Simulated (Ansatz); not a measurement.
Antifluorite K₂S: PBE at its full settings (plane-wave cutoff 520 eV, 8×8×8 k mesh, Fermi–Dirac smearing 0.01 eV, scalar-relativistic PAW data made under PBE) and at cheaper ones, in a cell of 3 atoms with Γ-centred meshes.

| level and setting | lattice parameter a (Å) | bulk modulus (GPa) |
|---|---|---|
| PBE (Ansatz) | 7.463 | 18.3 |
| PBE (300 eV cutoff) (Ansatz) | 7.463 | 18.3 |
| PBE (Γ point alone) (Ansatz) | 6.479 | 24.6 |
| PBE (2×2×2 k mesh) (Ansatz) | 7.471 | 18.2 |
| PBE (4×4×4 k mesh) (Ansatz) | 7.463 | 18.3 |
| PBE (6×6×6 k mesh) (Ansatz) | 7.463 | 18.3 |
| PBE (Fermi-Dirac smearing of 0.3 eV) (Ansatz) | 7.467 | 18.0 |

Largest shifts from the full settings: lattice constant a -13.2 % (PBE (Γ point alone)), against a difference of +0.97 % of the full result from the reference 7.391 Å (measured, temperature not stated, not corrected to a static lattice; as tabulated in Syrotyuk et al. (2015), arXiv:1510.06546); bulk modulus +34 % (PBE (Γ point alone)).

Ansatz's density-functional and Hartree–Fock values are scalar-relativistic unless marked +SOC, with PAW data made under PBE.

Run with cheap settings on purpose, which may leave them unconverged: PBE (2×2×2 k mesh), PBE (300 eV cutoff), PBE (4×4×4 k mesh), PBE (6×6×6 k mesh), PBE (Fermi-Dirac smearing of 0.3 eV), PBE (Γ point alone).

Ansatz is a program for electronic structure.
